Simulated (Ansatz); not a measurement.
# Effect of pressure 4.5 GPa on Ag

Base system: Ag in the fcc (Cu type) structure (space group Fm-3m, No. 225; a = 4.106 Å).

Perturbation: cell and atoms relaxed at a pressure of 4.5 GPa.

Level of theory: DFT with r2SCAN, PAW potentials and a 500 eV plane-wave cutoff in Ansatz (an electronic-structure program), scalar-relativistic without spin-orbit coupling, earlier PAW set. k-mesh 19×19×19 (Γ-centred); smearing 0.05 eV (Fermi–Dirac).

The volume per atom drops by 0.67 Å³ (17.30 Å³ → 16.63 Å³) and the density goes up by 0.415 g/cm³ to 10.77 g/cm³. The lattice parameter a decreases by 0.0534 Å to 4.052 Å and the shortest interatomic distance falls by 0.038 Å to 2.865 Å. The enthalpy H = E + PV relative to the base's energy comes out as +0.48 eV/atom and the band gap remains zero.

Final structure:

```
CELL_PARAMETERS angstrom
      0.00000     2.02606     2.02606
      2.02606     0.00000     2.02606
      2.02606     2.02606     0.00000
ATOMIC_POSITIONS crystal
  Ag 0.00000 0.00000 0.00000
```

Load acts through the strain it causes; cell and atoms are relaxed under it. Stability against distortions was not tested.
